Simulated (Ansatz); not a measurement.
The starting structures come from a database of crystals and need not be the phases stable at ambient conditions.

 Where the default PAW files enter, the runs use the earlier of Ansatz's two default sets.

Given:

```
CdTe
1.0
    4.67575     0.00000     0.00000
    2.29233     4.07528     0.00000
    0.00000     0.00000     7.63690
Cd Te
2 2
Cartesian
  1.05587   0.61753   0.00130
  5.91221   3.45775   3.81975
  5.69857   3.33280   0.95331
  1.26951   0.74247   4.77176
```

Space group of this cell: Cmc2_1. The cell is taken as given; by r2SCAN its mean pressure is -1.2 GPa.

The numbers are results of r2SCAN (plane waves, PAW; Ansatz, a first-principles code), not measurements.

The current runs along the normal of the first two printed vectors; no spin-orbit coupling. Scaled by the factor s: the length along the current (ions clamped). Meshes 8×8×4 and 8×8 across the current in all rows.

```
s     mean pressure (GPa)  band gap (eV)
----  -------------------  -------------
0.97                  0.0              ?
1.00                 -1.2           1.10
1.03                 -2.1           0.98
```

Question: Take the slope of the band gap against ln s from the two given rows, extrapolate to s = 0.97, and say what the run there gives.

Answer: Slope = (0.98 − 1.10) / ln 1.03 = -4.06 eV. The line gives 1.10 + (-4.06) × ln 0.97 = 1.22 eV. The run gives 1.20 eV, 0.02 eV under the line, 19 % of the predicted step.
